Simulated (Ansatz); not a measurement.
For HfAu (P4/nmm, No. 129; structure not from a measured cell), LDA in Ansatz (PAW) gives:

lattice constant a: 3.435 Å
lattice parameter c: 6.214 Å

### Question
What does r²SCAN in Ansatz (PAW) give for the same quantities?

### Answer

- lattice constant a: 3.490 Å (rises by 1.6 %)
- lattice parameter c: 6.334 Å (grows by 1.9 %)

Changes are worked out from the printed values.

Unless a cell is named, each level is at its own relaxed cell (LDA 18.33, r²SCAN 19.29 Å³/atom).

Levels without +SOC leave out spin–orbit coupling, which shifts energies and cells of such heavy elements.

Caveats: the relaxation could not lower the start's symmetry, so the cell can be a saddle point above a distorted one (LDA, r²SCAN). Ansatz's density-functional and Hartree–Fock values are scalar-relativistic unless marked +SOC, with PAW data made under PBE.

Ansatz is a first-principles code.
